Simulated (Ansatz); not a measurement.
AlB2-type MgB2 was calculated with PBE-D3(BJ) in Ansatz (PAW).

Run with plane-wave cutoff 520 eV, 24×24×16 k mesh (along the axes of the cell as run), Fermi–Dirac smearing 0.05 eV, scalar-relativistic PAW data made under PBE.

Energies at three volumes about the minimum:

```tsv
V (Å³/atom)	E − E_lowest (meV/atom)
9.113	1.81
9.299	0.00
9.485	1.71
```

### Question
Fit a parabola by hand: where is the minimum, and what is the bulk modulus?

### Answer
Slopes: (0.00 − 1.81)/(9.299 − 9.113) = -9.731 and (1.71 − 0.00)/(9.485 − 9.299) = 9.194 meV/Å³. Curvature E″ = 2 × (9.194 − (-9.731))/(9.485 − 9.113) = 101.747 meV/Å⁶. From the middle of the first interval, the slope vanishes at V0 = 9.2060 − (-9.731)/101.747 = 9.302 Å³/atom. B = V0 E″ = 9.302 × 101.747 meV/Å³ × 0.1602 GPa per meV/Å³ = 152 GPa. The full Birch–Murnaghan fit to all volumes gives V0 = 9.298 Å³/atom and B0 = 151 GPa.

Shape and atoms are relaxed at each volume.

Measured, for comparison: bulk modulus 151 ± 5 GPa (room temperature, no zero-point or thermal correction, B' fixed at 4, our sources range from 147 to 151; as tabulated in Vogt et al. (2001), arXiv:cond-mat/0102480). Computed (rounded) less measured: bulk modulus 0.0 % (0.0 % to +3 % over the range).

Note: the bulk modulus comes from volumes at which shape and atoms were relaxed.

Ansatz is a program for electronic structure.
